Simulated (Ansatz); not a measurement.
For PdTe (model structure, within 0.1 Å of Pm-3m, No. 221, 4 atoms in the cell), LDA (plane waves, PAW; Ansatz, a quantum-chemistry and plane-wave program) gives:

| Property | Value |
|---|---|
| bulk modulus | 133 GPa |
| cohesive energy | 4.29 eV/atom |

Problem. What does PBEsol in Ansatz (PAW) give for the same quantities?

Solution. 
- bulk modulus: 123 GPa (decreases by 7.5 %)
- cohesive energy: 3.77 eV/atom (falls by 0.52 eV/atom)

Changes are worked out from the printed values.

Unless a cell is named, each level is at its own relaxed cell (LDA 19.06, PBEsol 19.51 Å³/atom).

Levels without +SOC leave out spin–orbit coupling, which shifts energies and cells of such heavy elements.

Caveats: the bulk modulus is −V dP/dV from two relaxed cells at ±2 % in volume (LDA, PBEsol). Ansatz's density-functional and Hartree–Fock values are scalar-relativistic unless marked +SOC, with PAW data made under PBE.

A model structure was made by putting elements into a prototype or built by hand; it is no filed structure, need not be a known phase, and can be a saddle point held by its symmetry.
